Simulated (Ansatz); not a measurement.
Output of an Ansatz run (abridged):

```
WARN ansatz: RAYON_NUM_THREADS=1 ignored (pool sized by the plan → 1); use --threads N
Pseudopotentials: kind: paw
Pseudopotential: Hf, paw, valence charge 26
Pseudopotential: Pt, paw, valence charge 18
Crystal: 4 atoms, lattice volume = 65.084 Å³
Basis set: ecut = 420 eV, 1309 PW (Γ)
Bands: 48, of which v1, the nominal top of the filled ones, is band 40 counted from 1 (39 counted from 0)
Symmetry: 48 space group operations
Space group: Pm-3m (ITA 221), of the structure as read, at distance tolerance 4.0e-5 Å
k-points: 35 of 512
PAW frozen core: Hf, regenerated for the run's functional, and the local potential with it
PAW frozen core: Pt, regenerated for the run's functional, and the local potential with it
Initial density: superposition of atomic densities (neutral atoms: chi_scale 0, normalization atom), corrected by the library's trained network
Initial wavefunctions: pseudopotential atomic-orbital guess
Eigensolver: davidson
Functional: x = slater, c = lda
SCF iter   1: F=—  HF=-52216.146239 eV  |F-HF|=—  |Δ(HF+E_count)|=         —  Δρ=6.47e-3  dr2=8.51e-3  ethr=1.77e-3  ⟨swp⟩=5.3  Hψ=5339  notcnv=0
all-band conjugate gradients solve this SCF's bands
preconditioner: auto → Resta (q_TF=auto, 2.824 Å⁻¹)
SCF iter   2: F=—  HF=-52216.147658 eV  |F-HF|=—  |Δ(HF+E_count)|=   1.42e-3  Δρ=3.49e-3  dr2=2.67e-3  ethr=1.06e-5  ⟨swp⟩=2.0  Hψ=2379  notcnv=0
SCF iter   3: F=—  HF=-52216.147189 eV  |F-HF|=—  |Δ(HF+E_count)|=   4.69e-4  Δρ=2.21e-4  dr2=4.72e-5  ethr=3.34e-6  ⟨swp⟩=2.4  Hψ=2566  notcnv=0
SCF iter   4: F=—  HF=-52216.147165 eV  |F-HF|=—  |Δ(HF+E_count)|=   2.35e-5  Δρ=1.53e-4  dr2=9.42e-6  ethr=5.90e-8  ⟨swp⟩=2.1  Hψ=2866  notcnv=0
SCF iter   5: F=—  HF=-52216.147159 eV  |F-HF|=—  |Δ(HF+E_count)|=   6.35e-6  Δρ=5.66e-5  dr2=2.63e-6  ethr=1.18e-8  ⟨swp⟩=2.0  Hψ=2330  notcnv=0
SCF iter   6: F=—  HF=-52216.147158 eV  |F-HF|=—  |Δ(HF+E_count)|=   7.52e-7  Δρ=1.48e-5  dr2=2.12e-7  ethr=3.28e-9  ⟨swp⟩=2.0  Hψ=2073  notcnv=0
SCF iter   7: F=-52216.147158 eV  HF=-52216.147158 eV  |F-HF|=1.77e-9  |Δ(HF+E_count)|=   5.50e-8  Δρ=1.90e-6  dr2=1.86e-9  ethr=1.25e-10  ⟨swp⟩=7.1  Hψ=6133  notcnv=0
SCF 1 converged in 7 iterations: F = -52216.147158 eV  dr2 = 1.86e-9
SCF converged after 7 iterations
Free energy (F): -52216.147158 eV
Harris-Foulkes:  -52216.147158 eV  (|F-HF|=1.77e-9)
Internal energy: -52216.145212 eV  (E = F + TS)
E sigma→0 (E₀):  -52216.146185 eV
Entropy (-TS):   -0.001946 eV (-0.486 meV/atom)
Fermi energy:    23.615324 eV
--- Per-component energies (eV) ---
  E_band       = -319.121824
  E_kinetic    = 2338.430536
  E_local      = -9246.479449  (includes V_loc(G=0)·N_el)
  E_nonlocal   = -614.205277
  E_hartree    = 3924.928262
  E_xc         = -1080.603168
  E_vxc        = -1177.211480  (∫ρ·V_xc dr)
  E_paw        = -34218.001336  (= ΣΔE_a)
  E_vpaw       = 530.489077  (= ΣTr[D̂ρ^β])
  E_aug_tail   = 0.000618  (compensation charges beyond the density's cutoff)
  E_ewald      = -13324.064250
  E_core_change = 3.848851  (= ΣΔE_core)
  E_smearing   = -0.001946  (= −TS)
  E_closure    = -0.000000  (closes the sum)
  Σ components = -52216.147158   (vs F -52216.147158, Δ=0.00e0)
--- Forces (eV/Å), atoms counted from 1 ---
  atom   1  Hf     0.00000000     0.00000000     0.00000000
   [... zero for the other atoms too ...]
  max |Σ_I F_I| component: 1.17e-28 eV/Å
--- Stress (GPa, compression-positive) ---
      -11.752085       0.000000       0.000000
        0.000000     -11.752085       0.000000
        0.000000       0.000000     -11.752085
  P = ⅓ Tr σ = -11.7521 GPa (-117.521 kbar)
  The stress holds the Pulay correction. Without it, at fixed plane waves, as pw.x and ABINIT print it: P = -11.7979 GPa
--- Band table (eV; the first three rows and the last of 35) ---
  k-point 0: bands = ["-75.7216", "-75.6989", "-75.6989", "-39.5082", "-29.9529", "-29.9529", "-29.9529", "-29.8393", "-29.8393", "-29.8393", "-29.6860", "-29.6860", "-29.6860", "-8.1578", "-8.1578", "-8.1578", "10.4912", "10.4912", "10.4912", [...]
  k-point 1: bands = ["-75.7208", "-75.6997", "-75.6989", "-39.5083", "-29.9478", "-29.9478", "-29.9446", "-29.8407", "-29.8407", "-29.8396", "-29.6946", "-29.6898", "-29.6898", "-8.1669", "-8.1592", "-8.1592", "10.4897", "10.4907", "10.4907", [...]
  k-point 2: bands = ["-75.7187", "-75.7018", "-75.6989", "-39.5084", "-29.9341", "-29.9341", "-29.9220", "-29.8453", "-29.8453", "-29.8405", "-29.7182", "-29.6990", "-29.6990", "-8.1885", "-8.1625", "-8.1625", "10.4861", "10.4875", "10.4896", [...]
  k-point 34: bands = ["-75.7064", "-75.7064", "-75.7064", "-39.5065", "-29.9680", "-29.9639", "-29.9639", "-29.9639", "-29.7551", "-29.7551", "-29.7551", "-29.6633", "-29.6633", "-8.1844", "-8.1844", "-8.1844", "10.4900", "10.4900", "10.4900", [...]
```

The structure:

```
CELL_PARAMETERS angstrom
      4.02246     0.00000     0.00000
      0.00000     4.02246     0.00000
      0.00000     0.00000     4.02246
ATOMIC_POSITIONS crystal
  Hf 0.00000 0.00000 0.00000
  Pt 0.50000 0.50000 0.00000
  Pt 0.00000 0.50000 0.50000
  Pt 0.50000 0.00000 0.50000
```

Q: Write an input that gives this output.

A: Other spellings and defaults could give the same log, and not every line can be read from it. The input that was run (DFT, LDA (PW92), plane waves, default PAW files made with PBE):

Ansatz 0.2 input:
```yaml
crystal:
  lattice:
    - [4.02246200, 0.00000000, 0.00000000]
    - [0.00000000, 4.02246200, 0.00000000]
    - [0.00000000, 0.00000000, 4.02246200]
  atoms:
    - { symbol: Hf, position: [0.00000000, 0.00000000, 0.00000000] }
    - { symbol: Pt, position: [0.50000000, 0.50000000, 0.00000000] }
    - { symbol: Pt, position: [0.00000000, 0.50000000, 0.50000000] }
    - { symbol: Pt, position: [0.50000000, 0.00000000, 0.50000000] }
basis:
  ecutwfc: 420.0 eV
kpoints:
  mp_grid: { grid: [8, 8, 8] }
hamiltonian:
  xc: lda
  pseudopotentials: { kind: paw }
scf:
  occupations: { method: gaussian, width: 0.1 eV }
output:
  forces: true
  eigenvalues: true
  stress: true
```

The starting cell comes from a database of computed structures (which also holds hypothetical and non-ambient phases and stackings), without a prior relaxation at this level. Its lattice was rescaled by up to half a per cent. Spin-orbit coupling is off. Spin polarisation is off. With a pressure of about -12 GPa the cell is away from its equilibrium volume at this level. Ansatz's pressure includes its estimate of the finite-basis (Pulay) stress.

Ansatz is a program for electronic structure.
